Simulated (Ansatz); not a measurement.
## Defect calculation: Sn_W in bcc W

Method: PBE, PAW (plane waves to 420 eV; Ansatz, a quantum-chemistry and plane-wave program). Details: 54-site cell; 4×4×4 shifted k-points; start: the W site; no spin–orbit coupling; not converged in cell size; the relaxation kept the symmetry of the starting site.

Neighbours after relaxation, in Å: of the Sn atom: W 2.82, W 2.82, W 2.82, W 2.82, W 2.82, W 2.82, W 2.82, W 2.82 (the shell may go on).

Formation energies E_f are those of the neutral cell. Chemical conditions: host crystal and elements as references (Δμ(W) = 0.00 eV, Δμ(Sn) = 0.00 eV; Sn taken from its element, since no compound that bounds it was computed at this level; only phases computed here count, gases as isolated molecules at 0 K). Reference phases: Sn: beta tin, W: bcc W.

```
charge         moment (μB)  point group  largest move off a lattice site (Å)  E_f, host crystal and elements as references (eV)
------  ------------------  -----------  -----------------------------------  -------------------------------------------------
0       not spin-polarised           Oh                                 0.06                                               1.64
```

Point groups are those of the whole cell at tolerances of 0.03 and 0.1 Å ("near" where only the looser one holds); none is given for unsettled states.

All states together cost about 8 core-minutes (a rough figure).
